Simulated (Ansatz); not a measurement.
System: WIr3 (P6₃/mmc, No. 194, 8 atoms in the cell; start mp-30745). Method: r²SCAN (plane waves, PAW; Ansatz, a quantum-chemistry and plane-wave program).

Run with plane-wave cutoff 560 eV, 12×12×12 k mesh, Fermi–Dirac smearing 0.05 eV, no spin polarisation, scalar-relativistic PAW data made under PBE.

Cell (relaxed at this level):

```cif
data_Ir6W2
_chemical_formula_sum 'Ir6 W2'
_space_group_name_H-M_alt 'P 1'
_space_group_IT_number 1
_cell_length_a 5.50773
_cell_length_b 5.50773
_cell_length_c 4.39799
_cell_angle_alpha 90.000
_cell_angle_beta 90.000
_cell_angle_gamma 120.000
loop_
_space_group_symop_operation_xyz
  'x, y, z'
loop_
_atom_site_label
_atom_site_type_symbol
_atom_site_fract_x
_atom_site_fract_y
_atom_site_fract_z
_atom_site_occupancy
Ir1 Ir 0.66733 0.83367 0.75000 1
Ir2 Ir 0.33267 0.16633 0.25000 1
Ir3 Ir 0.83367 0.66733 0.25000 1
Ir4 Ir 0.16633 0.33267 0.75000 1
Ir5 Ir 0.16633 0.83367 0.75000 1
Ir6 Ir 0.83367 0.16633 0.25000 1
W1 W 0.66667 0.33333 0.75000 1
W2 W 0.33333 0.66667 0.25000 1
```

Question: Estimate the bulk modulus B0 that the calculation returns.

Answer: 
- bulk modulus B0 = 380 GPa

Note: the run has no spin polarisation, so it can have missed a magnetic state; the bulk modulus is −V dP/dV from two relaxed cells at ±2 % in volume; the relaxation could not lower the start's symmetry, so the cell can be a saddle point above a distorted one.

Spin–orbit coupling is not included.

Cost on a shared machine: roughly 13 core-minutes.

A start named mp-… is a Materials Project structure, which need not be a measured phase.
